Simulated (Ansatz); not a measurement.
The parent structure is BN in the zinc blende structure (space group F-43m, No. 216; a = 3.5805 Å). Axes: x, y, z lie along the cube axes.

Level of theory: Kohn–Sham DFT with the LDA functional, run in Ansatz (a first-principles code) with PAW and 420 eV plane waves, no spin-orbit coupling.

Strains are applied to the cell and any free atomic positions relax.

One change was made to it. Results:

| quantity | base | after |
|---|---|---|
| energy relative to the base (free energy F) | 0 meV/atom | +3.4 meV/atom |
| pressure (mean of the normal stresses, compression positive) | -0.01 GPa | 6.24 GPa |

Q: Which change produced these results?
(A) uniaxial strain ε_zz = −1.50 %
(B) uniaxial strain ε_zz = −3.00 %
(C) uniaxial strain ε_zz = −2.00 %

A: A, uniaxial strain ε_zz = −1.50 %. For comparison, the energy relative to the base in the other runs: uniaxial strain ε_zz = −3.00 % gives +14 meV/atom; uniaxial strain ε_zz = −2.00 % gives +6.0 meV/atom.

Whether these cells are dynamically stable was not tested.
